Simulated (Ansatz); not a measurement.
Na2S (Fm-3m), PBEsol, rigid bands (Ansatz, a program for electronic structure): N_c = 3.87e18 cm⁻³ at 300 K and an electron conductivity mass of 0.293 mₑ.

Task: For 1e16 electrons per cm³ at 300 K, place the Fermi level, estimate the Seebeck coefficient of a parabolic band with constant τ, and give mobility and conductivity for τ = 20 fs.

Result: The level lies k_BT ln(N_c/n) = 0.154 eV below the conduction-band minimum. S ≈ −(k_B/e)[ln(N_c/n) + 5/2] = -729 μV/K, against -727 μV/K from the full bands (mean over directions). μ = eτ/m = 120 cm²/(V·s) and σ = neμ = 0.192 S/cm. τ is assumed, not computed.

Band transport and this doping are assumed; polarons and phonon drag are left out. Spin-orbit coupling is left out.

Formula and space group known from diffraction (Crystallography Open Database), not checked to be the room-temperature form: Na2S (Fm-3m).
